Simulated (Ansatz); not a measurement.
Start from AlPt3 (space group I4/mcm, No. 140; a = 5.455 Å, c = 7.828 Å; a cell from a computed database, its experimental status unchecked). Axes: x, y, z lie along a, b, c of the conventional cell.

One thing is altered: uniaxial stress, 0.5 GPa tension along z; all other stress components relax to zero.

Levels (all Ansatz, an electronic-structure program, PAW): PBEsol (420 eV, no spin-orbit coupling); PBEsol+SOC (420 eV, with spin-orbit coupling).

The geometry is relaxed with PBEsol.

- PBEsol pressure = -0.2 GPa

Question: How does going to PBEsol+SOC change the pressure?

Answer: The pressure decreases by 0.3 GPa to -0.5 GPa.

Single points use the geometry relaxed with PBEsol. The spin-orbit shifts are approximate. Load acts through the strain it causes; cell and atoms are relaxed under it. Beyond what the load breaks, stability against distortions was not tested. The runs without spin-orbit coupling are not spin-polarised.
